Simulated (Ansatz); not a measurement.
The starting structures come from a database of crystals and need not be the phases stable at ambient conditions.

The decay constant κ of evanescent states in the gap governs leakage through a thin film.

Consider the following.

```xyz
20
Lattice="5.4866 0.0000 0.0000 0.0000 7.7083 0.0000 0.1259 0.0000 5.4852" Properties=species:S:1:pos:R:3 pbc="T T T"
Li     2.8063     0.0000     2.7426
Li     2.8063     3.8541     2.7426
Li     1.0087     5.7812     0.9858
Li     4.6038     1.9271     4.4993
H      1.5977     0.5376     0.4816
H      4.0148     7.1707     5.0036
H      4.0148     4.3917     5.0036
H      1.5977     3.3166     0.4816
H      5.0944     7.1707     3.8990
H      0.5181     0.5376     1.5862
H      0.5181     3.3166     1.5862
H      5.0944     4.3917     3.8990
Cl     4.2793     1.9271     1.5683
Cl     1.3332     5.7812     3.9169
Cl     3.9465     5.7812     1.2430
Cl     1.6660     1.9271     4.2422
O      4.2711     3.9028     4.1742
O      1.3414     3.8054     1.3110
O      1.3414     0.0487     1.3110
O      4.2711     7.6595     4.1742
```

Space group of this cell: Cmcm. The cell is taken as given; by r2SCAN its mean pressure is -2.6 GPa.

Transport runs along the normal of the first two printed cell vectors.

No gap correction and no spin-orbit coupling; mid-gap values are interpolated between computed energies.

### Question
State the band gap and the smallest decay constant κ at mid-gap according to r2SCAN (Ansatz, a program for electronic structure).

### Answer
Gap 5.97 eV on a 6×4×6 mesh; κ = 0.448 1/Å, at the zone centre.
